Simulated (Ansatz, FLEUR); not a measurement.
An Ansatz (a first-principles code) input for a self-consistent single point of Pb (Fm-3m, 1 atom in the cell) (DFT, PBE, plane waves, default PAW files):

Ansatz 0.2 input:
```yaml
# Pb
crystal:
  lattice:
    - [0.000000, 2.469309, 2.469309]
    - [2.469309, 0.000000, 2.469309]
    - [2.469309, 2.469309, 0.000000]
  atoms:
    - { symbol: Pb, position: [0.000000, 0.000000, 0.000000] }
kpoints:
  mp_grid: { grid: [8, 8, 8] }
hamiltonian:
  xc: pbe
  pseudopotentials: { kind: paw }
scf:
  occupations: { method: fermi_dirac, width: 0.0073 Ry }
output:
  forces: true
  eigenvalues: true
  stress: true
```

### Question
Give the FLEUR input for the same structure, mesh, smearing and functional.

### Answer
One input that does it (others would too):

Input of the input generator:

```
Pb FLAPW
&input film=f /
-0.0000000000 2.4693090000 2.4693090000
2.4693090000 -0.0000000000 2.4693090000
2.4693090000 2.4693090000 -0.0000000000
1.8897261246
1.0 1.0 1.0

1
82 0.0000000000 0.0000000000 0.0000000000

&comp jspins=1 /
&kpt div1=8 div2=8 div3=8 gamma=t /
&end /
```

```xml
<?xml version="1.0" encoding="UTF-8" standalone="no"?>
<fleurInput fleurInputVersion="0.39">
   <comment>
      Pb FLAPW                                                                                            
   </comment>
   <calculationSetup>
      <cutoffs Kmax="3.8" Gmax="11.4" GmaxXC="11.4" numbands="0"/>
      <scfLoop itmax="80" minDistance="0.00001" maxIterBroyd="15" imix="Anderson" alpha="0.05" precondParam="0.0" spinf="2.0"/>
      <coreElectrons ctail="T" frcor="F" kcrel="0" coretail_lmax="0"/>
      <xcFunctional name="pbe" relativisticCorrections="F"/>
      <magnetism jspins="1"/>
      <soc l_soc="F" theta="0.0" phi="0.0" spav="F"/>
      <expertModes spex="0" secvar="F"/>
      <geometryOptimization l_f="T" forcealpha="1.0" forcemix="BFGS" epsdisp="0.00001" epsforce="0.00001"/>
      <ldaU l_linMix="F" mixParam="0.05" spinf="1.0"/>
   </calculationSetup>
   <cell>
      <bzIntegration valenceElectrons="14.0" mode="hist" fermiSmearingEnergy="0.00367493">
         <kPointListSelection listName="default-1"/>
         <!-- k-points included here -->
         <xi:include xmlns:xi="http://www.w3.org/2001/XInclude" href="kpts.xml"> </xi:include>
      </bzIntegration>
      <!-- symmetry operations included here -->
      <xi:include xmlns:xi="http://www.w3.org/2001/XInclude" href="sym.xml"> </xi:include>
      <bulkLattice scale="1.0">
         <bravaisMatrix>
            <row-1>    0.0000000000000000     4.6663177270099014     4.6663177270099014</row-1>
            <row-2>    4.6663177270099014     0.0000000000000000     4.6663177270099014</row-2>
            <row-3>    4.6663177270099014     4.6663177270099014     0.0000000000000000</row-3>
         </bravaisMatrix>
      </bulkLattice>
   </cell>
   <atomSpecies>
      <species name="Lead (Pb)" element="Pb" atomicNumber="82">
         <mtSphere radius="2.68" gridPoints="925" logIncrement="0.015"/>
         <atomicCutoffs lmax="10" lnonsphr="8"/>
         <electronConfig flipSpins="F">
            <coreConfig>(1s1/2) (2s1/2) (2p1/2) (2p3/2) (3s1/2) (3p1/2) (3p3/2) (4s1/2) (3d3/2) (3d5/2) (4p1/2) (4p3/2) (5s1/2) (4d3/2) (4d5/2) (4f5/2) (4f7/2) (5p1/2) (5p3/2)</coreConfig>
            <valenceConfig>(6s1/2) (5d3/2) (5d5/2) (6p1/2) (6p3/2)</valenceConfig>
            <stateOccupation state="(6p1/2)" spinUp="0.3333333333333" spinDown="0.3333333333333"/>
            <stateOccupation state="(6p3/2)" spinUp="0.6666666666667" spinDown="0.6666666666667"/>
         </electronConfig>
         <energyParameters s="6" p="6" d="6" f="5"/>
         <lo type="SCLO" l="2" n="5" eDeriv="0"/>
      </species>
   </atomSpecies>
   <atomGroups>
      <atomGroup species="Lead (Pb)">
         <relPos label="                   1">.0000000000 .0000000000 .0000000000</relPos>
         <force calculate="T" relaxXYZ="TTT"/>
      </atomGroup>
   </atomGroups>
   <output dos="F" band="F" slice="F">
      <checks vchk="F" cdinf="F"/>
      <bandDOS minEnergy="-.5*Htr" maxEnergy="0.5*Htr" sigma="0.015" storeEVData="T"/>
      <vacuumDOS vacdos="F" integ="F" star="F" nstars="0" locx1="0.0" locy1="0.0" locx2="0.0" locy2="0.0" nstm="0" tworkf="0.0"/>
      <unfoldingBand unfoldBand="F" supercellX="1" supercellY="1" supercellZ="1"/>
      <plotting iplot="0" polar="F">
         <plot TwoD="T" vec1="  1.0  0.0  0.0" vec2="  0.0  1.0  0.0" vec3="  0.0  0.0  1.0" zero="  0.0  0.0  0.0" file="plot"/>
      </plotting>
      <chargeDensitySlicing numkpt="0" minEigenval="0.0" maxEigenval="0.0" nnne="0" pallst="F"/>
      <specialOutput eonly="F"/>
      <magneticCircularDichroism mcd="F" energyLo="-10.0" energyUp="0.0"/>
   </output>
  <!-- We include the file relax.xml here to enable relaxations (see documentation) -->
  <xi:include xmlns:xi="http://www.w3.org/2001/XInclude" href="relax.xml"> <xi:fallback/> </xi:include>
</fleurInput>
```

Basis, cutoffs, solver keys and any potentials are the target program's own. This input uses DFT, PBE, all-electron FLAPW (FLEUR), scalar-relativistic valence. The width in Ry is rounded to four decimals.

The starting cell comes from a database of computed structures (which also holds hypothetical and non-ambient phases and stackings), without a prior relaxation at this level. Its lattice was rescaled by a random factor within 2.5 % of one. For this run, on top of that: lattice scaled by 0.98.
